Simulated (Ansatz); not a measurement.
**BAs: response to strain**

Consider BAs in the zinc blende structure (space group F-43m, No. 216; a = 4.784 Å). Axes: x, y, z lie along the cube axes.

Strains are applied to the cell and any free atomic positions relax.

Method: r2SCAN/PAW in Ansatz (a quantum-chemistry and plane-wave program), spin-orbit coupling left out.

Notes on the quantities. pressure: mean of the normal stresses, compression positive.

| case | pressure | smallest direct gap | band gap |
|---|---|---|---|
| base | 0.00 GPa | 3.44 eV | 1.38 eV |
| uniaxial strain ε_zz = −3.00 % | 4.56 GPa | 3.13 eV | 0.86 eV |
| uniaxial strain ε_zz = −2.50 % | 3.75 GPa | … | 0.94 eV |
| uniaxial strain ε_zz = −2.00 % | 2.96 GPa | 3.23 eV | 1.03 eV |
| uniaxial strain ε_zz = −1.50 % | 2.20 GPa | 3.28 eV | 1.12 eV |
| uniaxial strain ε_zz = −1.00 % | … | 3.33 eV | … |
| uniaxial strain ε_zz = −0.50 % | 0.71 GPa | … | 1.29 eV |

### Question
Fill in the withheld entries from the trend.

### Answer

- uniaxial strain ε_zz = −2.50 %, smallest direct gap: 3.18 eV
- uniaxial strain ε_zz = −1.00 %, pressure: 1.45 GPa
- uniaxial strain ε_zz = −1.00 %, band gap: 1.21 eV
- uniaxial strain ε_zz = −0.50 %, smallest direct gap: 3.38 eV

Gaps are read on the SCF mesh and a high-symmetry path. No phonon test of stability was made.
